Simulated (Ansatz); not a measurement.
H2O on the 1x1 (0001) surface of corundum (cut with top plane Al), one in a 1x1 cell, energies for each (20.0 Å²). Energies are against H2O(g), without zero-point or thermal terms; each row is named by its start (#2, #3: further inequivalent places of a kind). No converged result for: 5 more starts.

Host crystal: corundum, with a band gap (PBE, scalar-relativistic without spin-orbit coupling).

All values below come from PBE (plane waves to 420 eV, PAW; Ansatz, a program for electronic structure).

Slab: 23 atoms, 6.7 Å thick at the start under the adsorbate (thin: gaps and levels are the slab's own); k 6x6x1, smearing 0.01 eV, dipole-corrected; 9 atoms held, the rest relaxed; each run with such symmetry as its start has; no spin, no spin-orbit, no U, no dispersion correction.

A negative adsorption energy means that the adsorbate is more stable on the surface than in its reference. Starts that drift may end in the same place. Heights count from the host atoms within 0.3 Å of the top one.

| starting site | E_ads (eV) | height (Å) | nearest host atom (Å) | bonded to | change of the vacuum step (eV) | lateral drift (Å) |
|---|---|---|---|---|---|---|
| hollow Al-O-O-O over O at depth 2.3 Å #2 | -0.94 | 2.03 | Al 2.03 | Al | -1.62 | 0.9 |
| bridge O-O (span 2.6 Å) | -0.93 | 1.82 | Al 2.02 | Al | -1.59 | 1.2 |
